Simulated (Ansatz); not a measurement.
Electronic density of states of amorphous Si24O49H2, density 2.10 g/cm³, on a 2×2×2 Γ-centred mesh with a Gaussian width of 0.1 eV; energies count from the Fermi level, whose place inside the gap is arbitrary. Cell and mesh are small, so fine structure isn't converged. Calculation: PBE, scalar-relativistic without spin-orbit coupling (plane waves to 420 eV, PAW; Ansatz, a first-principles code). Sampling: a 2×2×2 Γ-centred mesh; Fermi-Dirac width 0.02 eV; no spin polarisation. At PBE the levels at the filled edge of the gap are localised (band-tail or defect states).

Preparation: random packing, a CHGNet melt and quench, and a DFT relaxation. O atoms were pushed apart under 1.9 Å during the dynamics, to hinder bonds among them. The hot cell started wider than the set density and was brought back towards it in steps. It is the lowest in DFT energy of 2 quenches. It is a model cell: composition and starting density were chosen by hand, and all elements were melted together. No dispersion term was used. A short ab initio anneal came between quench and relaxation. Its density started from a set value of 2.10 and ended at 2.10 g/cm³. The quench (nominally 980 K/ps over its main leg) was far faster than any real one, so the model tends to hold more defects than a real film. One small periodic cell is one sample of the glass; other quenches scatter about these values. The volume was held where the preparation left it and the shape relaxed, at a PBE pressure of 2.5 GPa. Stress components on the final sampling reach 2.6 GPa.

(E - EF (eV), states/(eV atom)): (-12.00, 0.00); (-11.90, 0.00); (-11.80, 0.00); (-11.70, 0.01); (-11.60, 0.09); (-11.50, 0.16); (-11.40, 0.15); (-11.30, 0.10); (-11.20, 0.11); (-11.10, 0.18); (-11.00, 0.15); (-10.90, 0.14); (-10.80, 0.22); (-10.70, 0.25); (-10.60, 0.25); (-10.50, 0.26); (-10.40, 0.20); (-10.30, 0.15); (-10.20, 0.20); (-10.10, 0.23); (-10.00, 0.20); (-9.90, 0.21); (-9.80, 0.20); (-9.70, 0.17); (-9.60, 0.12); (-9.50, 0.16); (-9.40, 0.23); (-9.30, 0.21); (-9.20, 0.14); (-9.10, 0.13); (-9.00, 0.16); (-8.90, 0.20); (-8.80, 0.22); (-8.70, 0.21); (-8.60, 0.23); (-8.50, 0.29); (-8.40, 0.36); (-8.30, 0.35); (-8.20, 0.37); (-8.10, 0.46); (-8.00, 0.63); (-7.90, 0.69); (-7.80, 0.54); (-7.70, 0.49); (-7.60, 0.51); (-7.50, 0.44); (-7.40, 0.34); (-7.30, 0.29); (-7.20, 0.34); (-7.10, 0.41); (-7.00, 0.37); (-6.90, 0.31); (-6.80, 0.35); (-6.70, 0.46); (-6.60, 0.45); (-6.50, 0.51); (-6.40, 0.44); (-6.30, 0.22); (-6.20, 0.19); (-6.10, 0.20); (-6.00, 0.22); (-5.90, 0.29); (-5.80, 0.32); (-5.70, 0.40); (-5.60, 0.53); (-5.50, 0.65); (-5.40, 0.71); (-5.30, 0.66); (-5.20, 0.68); (-5.10, 0.71); (-5.00, 0.71); (-4.90, 0.73); (-4.80, 0.79); (-4.70, 0.81); (-4.60, 0.76); (-4.50, 0.71); (-4.40, 0.75); (-4.30, 0.87); (-4.20, 0.90); (-4.10, 0.89); (-4.00, 0.97); (-3.90, 0.96); (-3.80, 0.89); (-3.70, 0.86); (-3.60, 0.85); (-3.50, 0.79); (-3.40, 0.73); (-3.30, 0.77); (-3.20, 0.87); (-3.10, 0.85); (-3.00, 0.62); (-2.90, 0.54); (-2.80, 0.43); (-2.70, 0.25); (-2.60, 0.07); (-2.50, 0.01); (-2.40, 0.00); (-2.30, 0.00); (-2.20, 0.00); (-2.10, 0.00); (-2.00, 0.00); (-1.90, 0.00); (-1.80, 0.00); (-1.70, 0.00); (-1.60, 0.00); (-1.50, 0.00); (-1.40, 0.00); (-1.30, 0.00); (-1.20, 0.00); (-1.10, 0.00); (-1.00, 0.00); (-0.90, 0.00); (-0.80, 0.00); (-0.70, 0.00); (-0.60, 0.00); (-0.50, 0.00); (-0.40, 0.00); (-0.30, 0.00); (-0.20, 0.00); (-0.10, 0.00); (0.00, 0.00); (0.10, 0.00); (0.20, 0.00); (0.30, 0.00); (0.40, 0.00); (0.50, 0.00); (0.60, 0.00); (0.70, 0.00); (0.80, 0.00); (0.90, 0.00); (1.00, 0.00); (1.10, 0.00); (1.20, 0.00); (1.30, 0.00); (1.40, 0.00); (1.50, 0.00); (1.60, 0.00); (1.70, 0.00); (1.80, 0.00); (1.90, 0.00); (2.00, 0.00); (2.10, 0.00); (2.20, 0.00); (2.30, 0.00); (2.40, 0.00); (2.50, 0.00); (2.60, 0.01); (2.70, 0.01); (2.80, 0.00); (2.90, 0.00); (3.00, 0.02); (3.10, 0.04); (3.20, 0.06); (3.30, 0.06); (3.40, 0.07); (3.50, 0.07); (3.60, 0.07); (3.70, 0.07); (3.80, 0.08); (3.90, 0.09); (4.00, 0.08); (4.10, 0.05); (4.20, 0.06); (4.30, 0.13); (4.40, 0.16); (4.50, 0.16); (4.60, 0.15); (4.70, 0.15); (4.80, 0.13); (4.90, 0.15); (5.00, 0.21); (5.10, 0.24); (5.20, 0.21); (5.30, 0.21); (5.40, 0.29); (5.50, 0.37); (5.60, 0.33); (5.70, 0.35); (5.80, 0.39); (5.90, 0.40); (6.00, 0.46); (6.10, 0.52); (6.20, 0.58); (6.30, 0.58)

The level gap on this mesh is 5.35 eV; the broadening fills part of it in the curve.
